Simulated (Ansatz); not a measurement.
The parent structure is BAs in the zinc blende structure (space group F-43m, No. 216; a = 4.7839 Å). Axes: x, y, z lie along the cube axes.

Structures relaxed with Ansatz (a first-principles code), r2SCAN, PAW, cutoff 500 eV, no SOC.

Base:

Simulated powder pattern, Cu Kα1, λ = 1.54056 Å (kinematic, ideal powder, no thermal factors, no anomalous dispersion; the 10 strongest lines at most, above 2 %, up to 2θ = 90°):

```json
[
 {"2θ (°)": "32.39", "I/Imax (%)": "100", "hkl": "(111)"},
 {"2θ (°)": "37.57", "I/Imax (%)": "40", "hkl": "(200)"},
 {"2θ (°)": "54.18", "I/Imax (%)": "40", "hkl": "(220)"},
 {"2θ (°)": "64.56", "I/Imax (%)": "40", "hkl": "(311)"},
 {"2θ (°)": "67.80", "I/Imax (%)": "9.5", "hkl": "(222)"},
 {"2θ (°)": "80.19", "I/Imax (%)": "6.3", "hkl": "(400)"},
 {"2θ (°)": "89.15", "I/Imax (%)": "17", "hkl": "(331)"}
]
```

One thing is altered: uniaxial stress, 8 GPa compression along x, with the cell and atoms free to relax against it.

### Question
Where do the lines fall after the change?

### Answer

Simulated powder pattern, Cu Kα1, λ = 1.54056 Å (kinematic, ideal powder, no thermal factors, no anomalous dispersion; the 10 strongest lines at most, above 2 %, up to 2θ = 90°):

| 2θ (°) | I/Imax (%) | hkl |
|---|---|---|
| 32.60 | 100 | (111) |
| 37.32 | 28 | (020) |
| 38.80 | 12 | (200) |
| 53.81 | 14 | (022) |
| 54.93 | 26 | (220) |
| 64.35 | 27 | (131) |
| 66.35 | 12 | (311) |
| 68.30 | 9.5 | (222) |
| 79.58 | 4.3 | (040) |
| 88.67 | 5.8 | (133) |

The indices refer to the base's conventional cell; one index is shown for lines that coincide. The space group is now I-4m2 (No. 119).

Load acts through the strain it causes; cell and atoms are relaxed under it. Beyond what the load breaks, stability against distortions was not tested.
